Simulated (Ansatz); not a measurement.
Method: PBE (plane waves to 420 eV, PAW; Ansatz, a quantum-chemistry and plane-wave program).

Electrostatic potential energy of an electron, averaged over planes parallel to the surface, in eV from the highest filled level, for a constructed model of the (0001) surface of wurtzite GaN, Ga-terminated, 2x2 Al adatom at H3 (bottom of the slab: 3 H on 4 bottom sites):

| z (Å) | V (eV) |
|---|---|
| 3.89 | 2.91 |
| 4.17 | 2.91 |
| 4.44 | 2.91 |
| 4.72 | 2.91 |
| 5.00 | 2.91 |
| 5.28 | 2.91 |
| 5.56 | 2.91 |
| 5.83 | 2.91 |
| 6.11 | 2.90 |
| 6.39 | 2.89 |
| 6.67 | 2.88 |
| 6.94 | 2.84 |
| 7.22 | 2.75 |
| 7.50 | 2.54 |
| 7.78 | 1.99 |
| 8.06 | 0.70 |
| 8.33 | 0.55 |
| 8.61 | -1.25 |
| 8.89 | -6.83 |
| 9.17 | -11.59 |
| 9.44 | -11.67 |
| 9.72 | -8.91 |
| 10.00 | -6.97 |
| 10.28 | -5.00 |
| 10.56 | -1.78 |
| 10.83 | 0.62 |
| 11.11 | 0.04 |
| 11.39 | -4.53 |
| 11.67 | -10.04 |
| 11.94 | -11.78 |
| 12.22 | -9.57 |
| 12.50 | -7.25 |
| 12.78 | -5.74 |
| 13.06 | -3.01 |
| 13.33 | 0.12 |
| 13.61 | 0.97 |
| 13.89 | -2.09 |
| 14.17 | -7.71 |
| 14.44 | -11.45 |
| 14.72 | -10.55 |
| 15.00 | -7.86 |
| 15.28 | -6.39 |
| 15.56 | -4.29 |
| 15.83 | -1.02 |
| 16.11 | 1.05 |
| 16.39 | -0.11 |
| 16.67 | -5.02 |
| 16.94 | -10.20 |
| 17.22 | -11.29 |
| 17.50 | -8.87 |
| 17.78 | -6.85 |
| 18.06 | -5.29 |
| 18.33 | -2.47 |
| 18.61 | 0.47 |
| 18.89 | 0.92 |
| 19.17 | -2.62 |
| 19.44 | -7.54 |
| 19.72 | -10.28 |
| 20.00 | -9.26 |
| 20.28 | -6.80 |
| 20.56 | -5.40 |
| 20.83 | -3.68 |
| 21.11 | -1.45 |
| 21.39 | 0.67 |
| 21.67 | 1.61 |
| 21.94 | 2.13 |
| 22.22 | 2.34 |
| 22.50 | 2.43 |
| 22.78 | 2.77 |
| 23.06 | 3.40 |
| 23.33 | 3.79 |
| 23.61 | 3.98 |
| 23.89 | 4.08 |
| 24.17 | 4.13 |
| 24.44 | 4.16 |
| 24.72 | 4.17 |
| 25.00 | 4.17 |
| 25.28 | 4.18 |
| 25.56 | 4.18 |
| 25.83 | 4.18 |
| 26.11 | 4.18 |
| 26.39 | 4.18 |

Slab: 44 atoms, 13.9 Å thick at the start with caps and adatoms (thin: gaps and levels are the slab's own); k 4x4x1, smearing 0.025 eV, dipole-corrected; 8 atoms held, the rest relaxed; symmetry of the start imposed; no spin, no spin-orbit, no U. In PBE it lies 0.07 eV a 1x1 cell over the lowest computed structure of the same composition (2x2 Al adatom at T4).

Q: The surface cell has an area of 35.88 Å². What dipole along the normal does the step between the two vacuum levels imply?

A: the top vacuum level lies 1.27 eV above the bottom one; p = −ε₀ A ΔV (ε₀ = 0.005526 e/(V·Å)) gives -0.25 e·Å a cell.
